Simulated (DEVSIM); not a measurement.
System: double heterostructure, GaAs between p- and n-type Al0.25Ga0.75As, at 300 K.

```
layer (left to right)        material  thickness (μm)  Nd (cm⁻³)  Na (cm⁻³)   τn (s)   τp (s)
---------------------  --------------  --------------  ---------  ---------  -------  -------
1                      Al0.25Ga0.75As           0.290          -     1.5e18  5.5e-10  5.5e-10
2                                GaAs          0.0690     5.1e14          -  5.5e-10  5.5e-10
3                      Al0.25Ga0.75As           0.270     2.7e17          -  5.5e-10  5.5e-10
```

Left contact: ohmic. Right contact: ohmic. Voltage is applied to the left contact. Recombination: SRH at mid-gap, radiative, Auger. Mobility is constant in doping.

The device is made up for the run: typed textbook-type constants, with dimensions and the other settings drawn at random. Values at 300 K.

```csv
parameter,Al0.25Ga0.75As,GaAs
gap (eV),1.7357,1.424
affinity (eV),3.8725,4.07
permittivity,12.19,12.9
Nc (cm⁻³),6.5e17,4.7e17
Nv (cm⁻³),9e18,9e18
μn (cm²/Vs),4375,8500
μp (cm²/Vs),221,400
B (cm³/s),2e-10,2e-10
Cn (cm⁶/s),1e-30,1e-30
Cp (cm⁶/s),1e-30,1e-30
```

Simulated with DEVSIM: 1D drift-diffusion, Boltzmann statistics, complete ionisation; no tunnelling, impact ionisation, image-force lowering or self-heating. Band offsets follow the typed affinities; no thermionic-emission limit at abrupt steps, no polarisation charge.

### Question
Tabulate band edges, carrier densities and field at zero bias.

### Answer
Energies count from the Fermi level of the right contact; mesh points crowd at the junctions.

| x (μm) | Ec (eV) | Ev (eV) | n (cm⁻³) | p (cm⁻³) | field (V/cm) |
|---|---|---|---|---|---|
| 0.000 | 1.689 | -0.046 | < 1e2 | 1.5e18 | ≈ 0 |
| 0.005970 | 1.689 | -0.046 | < 1e2 | 1.5e18 | ≈ 0 |
| 0.01911 | 1.689 | -0.046 | < 1e2 | 1.5e18 | ≈ 0 |
| 0.04802 | 1.689 | -0.046 | < 1e2 | 1.5e18 | ≈ 0 |
| 0.1428 | 1.689 | -0.046 | < 1e2 | 1.5e18 | ≈ 0 |
| 0.2241 | 1.689 | -0.046 | < 1e2 | 1.5e18 | ≈ 0 |
| 0.2628 | 1.689 | -0.046 | < 1e2 | 1.5e18 | -250 |
| 0.2839 | 1.656 | -0.080 | < 1e2 | 4.1e17 | -81000 |
| 0.2899 | 1.572 | -0.164 | < 1e2 | 1.6e16 | -200000 |
| 0.2949 | 1.288 | -0.136 | < 1e2 | 4.7e16 | -170000 |
| 0.3056 | 1.111 | -0.313 | < 1e2 | 5.0e13 | -170000 |
| 0.3343 | 0.638 | -0.786 | 9100000 | 560000 | -170000 |
| 0.3496 | 0.386 | -1.038 | 1.5e11 | < 1e2 | -160000 |
| 0.3571 | 0.261 | -1.163 | 1.9e13 | < 1e2 | -160000 |
| 0.3637 | 0.350 | -1.386 | 8.7e11 | < 1e2 | -160000 |
| 0.3754 | 0.196 | -1.540 | 3.3e14 | < 1e2 | -110000 |
| 0.4009 | 0.041 | -1.695 | 1.3e17 | < 1e2 | -21000 |
| 0.4571 | 0.023 | -1.713 | 2.7e17 | < 1e2 | -25 |
| 0.5677 | 0.023 | -1.713 | 2.7e17 | < 1e2 | ≈ 0 |
| 0.6038 | 0.023 | -1.713 | 2.7e17 | < 1e2 | ≈ 0 |
| 0.6197 | 0.023 | -1.713 | 2.7e17 | < 1e2 | ≈ 0 |
| 0.6290 | 0.023 | -1.713 | 2.7e17 | < 1e2 | ≈ 0 |
